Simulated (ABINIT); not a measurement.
Band structure of Tl (P6_3/mmc, 2 atoms in the cell).

```xyz
2
Lattice="1.7165 -2.9731 0.0000 1.7165 2.9731 0.0000 0.0000 0.0000 5.4769" Properties=species:S:1:pos:R:3 pbc="T T T"
Tl     1.7165     0.9910     1.3692
Tl     1.7165    -0.9910     4.1077
```

Computed with PBE, norm-conserving pseudopotentials (PseudoDojo nc-sr-05 PBE standard) (plane waves; ABINIT).

Settings: pseudos = [Tl.upf]; ecut = 30 Ha; ixc = 11; occopt = 7; tsmear = 0.00183747 Ha; ngkpt = 8 8 4; nshiftk = 1; shiftk = 0 0 0; potentials = PseudoDojo nc-sr-05 PBE standard; kptopt = 1; nstep = 50; tolvrs1 = 1e-10; ndtset = 2.

The starting cell has typed, rounded lattice constants, without a prior relaxation at this level. Its lattice was rescaled by a random factor within 2.5 % of one. Spin-orbit coupling is off.

Levels in eV from the Fermi level, bands 10 to 17:
```tsv
point	10	11	12	13	14	15	16	17
Γ	-11.18	-10.25	-5.13	-2.98	8.04	8.04	10.16	10.16
M	-11.12	-5.87	-4.79	-0.71	0.48	1.30	3.80	3.85
K	-11.16	-4.66	-4.66	-1.42	1.79	1.79	2.79	3.12
A	-11.29	-8.78	-8.78	3.41	3.41	9.04	9.04	9.04
L	-11.14	-4.76	-4.76	-2.40	-2.40	5.58	5.58	6.23
H	-11.16	-4.10	-4.10	-1.01	-1.01	0.14	0.14	7.76
```

Bands cross the Fermi level along this path, so the cell is metallic at this level.
